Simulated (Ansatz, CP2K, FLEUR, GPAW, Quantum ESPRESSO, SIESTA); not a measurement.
GaGePt₆ (I-42m, 8 atoms in the cell) computed with different codes at matched settings

Self-consistent single point, at a second geometry (lattice scaled by 0.98). First geometry:

```xyz
8
Lattice="-2.7605 2.7605 3.9762 2.7605 -2.7605 3.9762 2.7605 2.7605 -3.9762" Properties=species:S:1:pos:R:3 pbc="T T T"
Ga     0.0000     0.0000     0.0000
Ge     0.0000     0.0000     3.9762
Pt     1.0928     1.0928     5.9284
Pt     1.0928    -1.0928     2.0239
Pt     1.6677     1.6677     1.9522
Pt    -1.0928     1.0928     2.0239
Pt     0.0000     2.7605     0.0000
Pt     2.7605     0.0000     0.0000
```

Shared settings, as Ansatz (a first-principles code) writes them: kpoints.mp_grid.grid = 5 5 5; scf.occupations.method = gaussian; scf.occupations.width = 0.2 eV. Potentials and cutoffs stand in the table.

```
code                                                                                                                                      model  ΔF from the first geometry (meV/atom)  pressure (GPa)  largest force (eV/Å)           cutoff
----------------  -----------------------------------------------------------------------------------------------------------------------------  -------------------------------------  --------------  --------------------  ---------------
Quantum ESPRESSO                                                          PBEsol, PseudoDojo standard norm-conserving (PBESOL) pseudopotentials                                   19.6           11.97                 0.327            85 Ry
CP2K                                                                 PBEsol, GPW, DZVP-MOLOPT-SR-GTH basis, GTH-PBE potentials (GTH_POTENTIALS)                                   32.1           14.63                 0.503      grid 600 Ry
Ansatz                                                                                                          PBEsol, PAW files made with PBE                                   20.6           12.12                 0.316           420 eV
FLEUR                                                                           PBEsol, all-electron FLAPW (FLEUR), scalar-relativistic valence                                      –               –                 0.353  Kmax 4.5 1/bohr
SIESTA            GGA PBEsol, numerical atomic orbitals DZP, PseudoDojo PBEsol standard norm-conserving potentials (rewritten from UPF to PSML)                                   21.5           12.89                 0.649      grid 350 Ry
GPAW                                                                                      PBEsol, GPAW PAW datasets PBEsol (made by gpaw-setup)                                   21.6           12.37                 0.343           600 eV
```

A dash marks a value that a program does not give, or that is left out as unsure.

On Ansatz's run: spin-orbit coupling is off. Spin polarisation is off.

The spread over the programs that give each value: ΔF from the first geometry within 12.5 meV/atom; pressure within 2.66 GPa; largest force within 0.333 eV/Å.

CP2K and SIESTA use small atom-centred bases, whose incompleteness enters pressures, forces and empty levels differently from a plane-wave cutoff. FLEUR treats all electrons, but the usual bases taken here (sphere radii, linearisation, local orbitals, empty states) were not tested for convergence, so the values are no reference for the others. Ansatz's pressure is given at a fixed set of plane waves, as the other plane-wave codes print theirs; with its correction for the finite basis it is 12.20 GPa. In the pressure, CP2K (by 2.51) lies more than 1 GPa from the median of the plane-wave programs. In the force vectors, CP2K (by 0.182) and SIESTA (by 0.324) lie more than 0.08 eV/Å from the median of the plane-wave programs.

The starting cell comes from a database of computed structures (which also holds hypothetical and non-ambient phases and stackings), without a prior relaxation at this level. For this run, on top of that: lattice scaled by 0.98.

Left out of this page: Elk (not drawn, or without a comparable value).

Keys are those of Ansatz 0.2.
